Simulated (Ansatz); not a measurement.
The reference is AgI in the wurtzite structure (space group P6_3mc, No. 186; a = 4.560 Å, c = 7.450 Å). Axes: x lies along a and z along c of the hexagonal cell.

Level of theory: plane-wave PAW DFT at the PBEsol level (Ansatz, a first-principles code, 420 eV), no SOC.

Before the change:

The band gap comes out as 1.23 eV.

Modification: strain tensor (xx, yy, zz, yz, xz, xy) = (−0.92, +1.23, −0.50, +1.04, +0.59, −0.27) %, atoms relaxed at fixed cell.

**Question.** What happens to the band gap?

**Answer.** The band gap falls by 0.01 eV, from 1.23 eV to 1.22 eV.

**Question.** How does this affect the stress?

**Answer.** The stress (xx, yy, zz, yz, xz, xy; compression positive) is (0.15, -0.12, 0.15, -0.12, -0.06, 0.03) GPa.

Spin-orbit coupling, missing from the scalar runs, can matter with I. Whether these cells are dynamically stable was not tested.
